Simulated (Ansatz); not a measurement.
ScIr₃ (Pm-3m), PBEsol, DFPT electron-phonon coupling, linearised Boltzmann equation (Ansatz, an electronic-structure program). Phonon-limited resistivity 18.6 μΩ·cm at 300 K, 24.8 μΩ·cm at 400 K, current-weighted mean free path 4.0 nm, Drude plasma energy 6.68 eV.

What is the classical skin depth at 1 GHz (nonmagnetic, μ₀ = 1.257×10⁻⁶ H/m)?

δ = √(ρ/(π f μ₀)) = 6860 nm.

Estimate the electronic thermal conductivity at 300 K by the Wiedemann-Franz law (L₀ = 2.44×10⁻⁸ W·Ω/K²).

L₀T/ρ = 2.44×10⁻⁸ × 300/(18.6×10⁻⁸) = 39.4 W/(m·K). Inelastic scattering puts the true Lorenz number somewhat under L₀ near and below the Debye temperature.

What temperature coefficient of resistance follows, and how does it compare with 1/T?

(ρ₄₀₀ − ρ₃₀₀)/(100 K × ρ₃₀₀) = 3.33×10⁻³ K⁻¹, against 1/T = 3.33×10⁻³ K⁻¹ for a resistivity proportional to T. Impurities would add a constant and lower it.

A metal at this level (no band gap). Only scattering by harmonic phonons is included (no impurities, grain boundaries, electron-electron scattering or thermal expansion). Spin-orbit coupling is left out, which matters with elements this heavy. Halving the electron mesh (24x24x24) moves the resistivity by up to 1 % at 300 K, the mean free path by up to 4 %. Smearing 0.20 eV; phonons on a 4x4x4 q mesh, which this run doesn't test.

Computed structure with no diffraction record at hand here (it may be known, metastable or hypothetical): ScIr3 (Pm-3m).
